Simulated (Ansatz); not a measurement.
Take TiTe$_{2}$ in the CdI2 type structure (space group P-3m1, No. 164; a = 3.697 Å, c = 6.384 Å; layered, stacked along the Cartesian z axis) as the base.

Computed with Kohn–Sham DFT with the PBE-D3(BJ) functional, run in Ansatz (a program for electronic structure) with PAW and 420 eV plane waves, no spin-orbit coupling.

Before the change:

- Lattice parameter a: 3.697 Å

It is then changed as follows: cell and atoms relaxed at a pressure of 0.3 GPa.

Q: Estimate the effect on the lattice parameter a.

A: The lattice parameter a drops by 0.0078 Å, from 3.697 Å to 3.690 Å.

Load acts through the strain it causes; cell and atoms are relaxed under it. Stability against distortions was not tested. All final runs are without spin polarisation.
